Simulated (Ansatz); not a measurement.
**Carrier properties of BN under load (space group P6_3mc)**

Input:

```
CELL_PARAMETERS angstrom
      2.50157     0.00000     0.00000
     -1.25079     2.16643     0.00000
      0.00000     0.00000     4.21105
ATOMIC_POSITIONS crystal
  B  0.33333 0.66667 0.00060
  B  0.66667 0.33333 0.50060
  N  0.33333 0.66667 0.37440
  N  0.66667 0.33333 0.87440
```

These are r2SCAN, rigid bands (plane waves, PAW, scalar-relativistic; Ansatz, an electronic-structure program) values and carry that method's errors. Condition of this run: biaxial stress in the c plane of 18 GPa (compression positive) (the target of the relaxation). Geometry: cell and atoms relaxed with PBEsol, then loaded as said.

- band gap: 5.58 eV
- electron conductivity mass (300 K, dilute): 0.49 (x), 0.49 (y), 0.30 (z) mₑ
- hole conductivity mass (300 K, dilute): 0.78 (x), 0.78 (y), 1.29 (z) mₑ
- effective density of states N_c (300 K): 1.3e19 cm⁻³
- effective density of states N_v (300 K): 4.5e19 cm⁻³
- density-of-states mass, electrons: 0.64 mₑ
- density-of-states mass, holes: 1.47 mₑ
- Seebeck coefficient, n-type 1e19 cm⁻³, 300 K: -245 μV/K
- best n-type power factor at 300 K for τ = 10 fs (best axis; densities from 1e16 to 1e21 cm⁻³ tried, whether or not they can be reached): 7.3 μW/(cm·K²) at 3e19 cm⁻³
- Seebeck coefficient, p-type 1e19 cm⁻³, 300 K: 346 μV/K
- best p-type power factor at 300 K for τ = 10 fs (best axis; densities from 1e16 to 1e21 cm⁻³ tried, whether or not they can be reached): 9.5 μW/(cm·K²) at 1e20 cm⁻³

Rigid bands; masses and Seebeck coefficients take one relaxation time τ for all states and one kind of carrier; polarons and phonon drag are left out. Spin-orbit coupling is left out. Geometry: cell and atoms relaxed with PBEsol.
